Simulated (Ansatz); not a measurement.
Base system: PbS in the rock salt structure (space group Fm-3m, No. 225; a = 5.9742 Å). Axes: x, y, z lie along the cube axes.

All numbers come from r2SCAN (Ansatz, a first-principles code; PAW; 500 eV plane waves; scalar-relativistic without spin-orbit coupling).

A first run, uniaxial strain ε_yy = −0.50 %, gives secant values C11 ≈ 140 GPa and C12 ≈ 18 GPa from its stress. A second run applies isotropic strain +1.77 %.

Task: What does linear elasticity predict for the bulk modulus −ΔP/(ΔV/V₀) in the second run, and what does the run give?

Result: Linear elasticity: (C11 + 2 C12)/3 = 59 GPa. The run gives 50 GPa; any difference comes from nonlinear terms at these strains and numerical noise.

Stability against distortions was not tested.
